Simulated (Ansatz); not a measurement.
Start from Mo in the bcc (W type) structure (space group Im-3m, No. 229).

```
CELL_PARAMETERS angstrom
     -1.56484     1.56484     1.56484
      1.56484    -1.56484     1.56484
      1.56484     1.56484    -1.56484
ATOMIC_POSITIONS crystal
  Mo 0.00000 0.00000 0.00000
```

Cartesian axes are those of the cell as printed.

Computed with Kohn–Sham DFT with the PBEsol functional, run in Ansatz (a program for electronic structure) with PAW and 420 eV plane waves, no SOC, earlier PAW set.

For the base:

```
Quantity                         Value
-----------------------------  -------
Band gap                          zero
Shortest interatomic distance  2.710 Å
```

Modification: a free-standing slab of 5 layers (5 atoms, 1 a layer) is cut normal to [110], with 15 Å of vacuum and the in-plane cell held at bulk.

What does the calculation give for the band gap after the change?

The band gap is still zero.

What does the calculation give for the excess energy per area of both faces after the change?

The excess energy per area of both faces (slab less bulk energy over the cell's area: twice a surface energy) amounts to 6.2 J/m² (uncertain by up to 0.1 J/m²).

What happens to the change of the spacing d23 from its bulk value of 2.213 Å?

The change of the spacing d23 from its bulk value of 2.213 Å comes out as +0.4 %.

How does this affect the change of the spacing d12 from its bulk value of 2.213 Å?

The change of the spacing d12 from its bulk value of 2.213 Å comes out as -4.8 %.

What does the calculation give for the shortest interatomic distance after the change?

The shortest interatomic distance drops by 0.0867 Å (2.710 Å → 2.624 Å).

The excess energy carries the mismatch between the slab's and the bulk's meshes. No phonon test of stability was made. The final runs are not spin-polarised.
